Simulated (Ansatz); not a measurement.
The reference is Al$_{2}$Cu (space group I4/mcm, No. 140).

```
CELL_PARAMETERS angstrom
     -3.00291     3.00291     2.39485
      3.00291    -3.00291     2.39485
      3.00291     3.00291    -2.39485
ATOMIC_POSITIONS crystal
  Al 0.65905 0.15905 0.81810
  Al 0.84095 0.65905 0.50000
  Al 0.15905 0.34095 0.50000
  Al 0.34095 0.84095 0.18190
  Cu 0.25000 0.25000 0.00000
  Cu 0.75000 0.75000 0.00000
```

Computed with r2SCAN (Ansatz, a program for electronic structure, PAW, spin-orbit coupling left out).

Before the change:

* **c/a ratio**: 0.798
* **Volume per atom**: 14.40 Å³

It is then changed as follows: full substitution Cu → P, then cell and atoms are relaxed.

Tabulated Pauling electronegativity and covalent radius: Cu 1.90, 1.32 Å; P 2.19, 1.07 Å.

**Question.** Predict the new c/a ratio and volume per atom.

**Answer.** The c/a ratio grows by 0.0358, from 0.798 to 0.833; the volume per atom rises by 1.23 Å³ (14.40 Å³ → 15.63 Å³).

Stability against distortions was not tested. As relaxed here, Al2P is a hypothetical phase, not in the database extracts checked. All final runs are without spin polarisation.
